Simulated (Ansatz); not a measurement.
An Ansatz (a program for electronic structure) input (r2SCAN, PAW, 500 eV (Ansatz; no spin-orbit coupling)):

Ansatz 0.2 input:
```yaml
crystal:
  lattice:
    - [3.8060682206, 0, 0]
    - [-1.9030341103, 3.2961517676, 0]
    - [0, 0, 6.2453470446]
  atoms:
    - { symbol: Zn, position: [0.6666666667, 0.3333333333, 0.9997202219] }
    - { symbol: Zn, position: [0.3333333333, 0.6666666667, 0.4997202219] }
    - { symbol: S, position: [0.6666666667, 0.3333333333, 0.6254797781] }
    - { symbol: S, position: [0.3333333333, 0.6666666667, 0.1254797781] }
basis: { ecutwfc: 500, ecutrho_ratio: 4, xc_grid: 4, fft_grid_basis: typed }
kpoints: { mp_grid: { grid: [10, 10, 6] } }
hamiltonian:
  xc: r2scan
  dispersion: none
  pseudopotentials: { kind: paw }
scf: { occupations: { method: fermi_dirac, width: 0.05 }, convergence: { dr2_threshold: 0.0000000004 } }
output: { forces: true, stress: true }
checkpoint: { write: state.ck, write_every: 1000 }
```

Question: Which symmetry and how many k-points will the program report, and about how many plane waves at Γ?

Answer: Space group P63mc (ITA 186) with 12 operations, k-points 56 of 600, and 1973 plane waves at Γ.

No phonon test of stability was made. The cell was made from CdS by this change: Cd → Zn.
